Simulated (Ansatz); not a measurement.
Functionals compared on NH3 on the 1x1 (0001) surface of hcp Ru, one in a 2x2 cell, started at the site 'top Ru', in Ansatz (plane waves, PAW). The structure was relaxed with PBE; the other rows are single points on it, each with its references at the same level. Cutoff 420 eV (500 eV for r2SCAN).

Model: 20-atom slab, 6.3 Å thick at the start under the adsorbate (thin: gaps and levels are the slab's own), 6x6x1 mesh, Fermi-Dirac 0.1 eV, dipole correction, 8 atoms held, the rest relaxed; held to the start's symmetry, so lower structures may exist; no spin, no spin-orbit, no U, no dispersion correction. At the end it is bonded to Ru. In PBE it is, or lies within 0.03 eV of, the lowest of the starts that converged. These notes are the PBE run's. Adsorption energies are against NH3(g). A negative adsorption energy means that the adsorbate is more stable on the surface than in its reference.

```tsv
functional	adsorption energy (eV)	work function of the top face (eV)	change of the work function (eV)	rough cost of the single point
PBE	-0.74	2.66	-2.34	–
RPBE	-0.44	2.56	-2.27	around 80 core-seconds (rough)
r2SCAN	?	?	?	about 2.4 core-minutes (a rough figure)
```

Question: Complete the blanks.

Answer: 
- r2SCAN, adsorption energy (eV): -0.88
- r2SCAN, work function of the top face (eV): 2.57
- r2SCAN, change of the work function (eV): -2.43

Ansatz is an electronic-structure program.
